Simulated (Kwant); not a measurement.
Kwant, Hückel tight-binding model, one pz orbital an atom, one spin, coherent transport at 0 K. Conductance is in e²/h.

Model system: π system c1ccc(cc1)-c1ccccc1 between two chain leads. The π system is taken as planar. Atoms are numbered from 0 in the order of the SMILES. Site energies (eV, carbon 0): [0.0, 0.0, 0.0, 0.0, 0.0, 0.0, 0.0, 0.0, 0.0, 0.0, 0.0, 0.0]. Bonds (i, j, β in eV): (0,1,-3) (1,2,-3) (2,3,-3) (3,4,-3) (4,5,-3) (3,6,-3) (6,7,-3) (7,8,-3) (8,9,-3) (9,10,-3) (10,11,-3) (5,0,-3) (11,6,-3). Leads: chains of hopping −4.5 eV, joined by −0.6 eV to atoms 1 and 8.

Site energies and bond integrals are typed Hückel values.

Sweep values stay those of the base run.

One input was changed, with this effect: transmission at E = 0 < 1e-12 → 0.00018.

Problem. Which change was it?
A. contacts moved from atoms [1, 8] to [1, 5]
B. contacts moved from atoms [1, 8] to [0, 1]
C. contacts moved from atoms [1, 8] to [0, 2]
D. contacts moved from atoms [1, 8] to [0, 8]
E. contacts moved from atoms [1, 8] to [0, 9]
F. contacts moved from atoms [1, 8] to [1, 4]

Solution. E, contacts moved from atoms [1, 8] to [0, 9]
